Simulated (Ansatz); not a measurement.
Levels about the gap of amorphous Si36N48 (84 atoms in a cell of 940 Å³, 2.97 g/cm³; zone centre alone, so wide bands show as single levels with stretches between that a denser mesh fills), at the geometry that PBE relaxed, where it gives 0.1 GPa on a denser mesh. The participation number counts the atoms over which a state spreads; weights are charges in smoothed Voronoi cells. The levels come from a single point, so bond lengths are those of that geometry. Method of the levels: r2SCAN, scalar-relativistic without spin-orbit coupling (Ansatz, a first-principles code). Sampling: the zone centre alone; Fermi-Dirac width 0.02 eV; no spin polarisation. At PBE the levels at the filled edge of the gap are localised (band-tail or defect states).

A CHGNet melt-quench gave the starting glass, which DFT then relaxed. N atoms were pushed apart under 1.9 Å during the dynamics, to hinder bonds among them. The hot cell started wider than the set density and was brought back towards it in steps. It is the lowest in DFT energy of 2 quenches. It is a model cell: composition and starting density were chosen by hand, and all elements were melted together. No dispersion term was used. A short ab initio anneal came between quench and relaxation. Its density started from a set value of 2.98 and ended at 2.97 g/cm³. Cooling (nominally 150 K/ps over its main leg) ran many orders faster than in experiment, which tends to leave more defects and strain. One small periodic cell is one sample of the glass; other quenches scatter about these values. The volume was free in the relaxation, at fixed shape. Stress components on the final sampling reach 2.2 GPa.

```
E - E(highest filled), eV  filling  participation number        largest on  weight N  weight Si
-------------------------  -------  --------------------  ----------------  --------  ---------
-0.53                       filled                  31.2   N, 3 neighbours      0.90       0.10
-0.43                       filled                  11.5   N, 3 neighbours      0.89       0.11
-0.33                       filled                  17.3   N, 3 neighbours      0.89       0.11
-0.26                       filled                  20.6   N, 3 neighbours      0.91       0.09
-0.17                       filled                  17.7   N, 3 neighbours      0.91       0.09
-0.02                       filled                   9.3   N, 3 neighbours      0.91       0.09
0.00                        filled                   8.2   N, 3 neighbours      0.91       0.09
3.85                         empty                  35.6  Si, 4 neighbours      0.54       0.46
4.35                         empty                  19.8  Si, 4 neighbours      0.44       0.56
4.43                         empty                  23.5  Si, 4 neighbours      0.46       0.54
4.73                         empty                  40.7  Si, 4 neighbours      0.46       0.54
4.85                         empty                  38.4  Si, 4 neighbours      0.47       0.53
4.97                         empty                  24.2  Si, 4 neighbours      0.47       0.53
5.11                         empty                  37.6  Si, 4 neighbours      0.46       0.54
```

Most localised among these is the filled level at +0.00 eV, on a N atom, which has 3 neighbours (Si 1.71 Å, Si 1.78 Å, Si 1.84 Å).
